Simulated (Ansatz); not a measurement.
Take SiO2 (space group P3_221, No. 154; a = 4.949 Å, c = 5.441 Å) as the base. Axes: x lies along a and z along c of the hexagonal cell.

All numbers come from PBEsol (Ansatz, a program for electronic structure, PAW, no spin-orbit coupling).

Perturbation: every lattice vector is shortened by 0.75 %, atoms relaxed at fixed cell.

**Question.** Predict the stress tensor and what it implies for the stiffness.

**Answer.** Stress of the strained cell less that of the base (GPa, compression positive):
```
   0.73    0.00    0.00
   0.00    0.73    0.00
   0.00    0.00    0.90
```

Then B = −ΔP/(ΔV/V₀) with ΔV/V₀ = -0.0223 gives secant stiffness values (nonlinear terms included at this strain): B (at held cell shape, above the free-shape value) ≈ 35 GPa.

Whether these cells are dynamically stable was not tested.
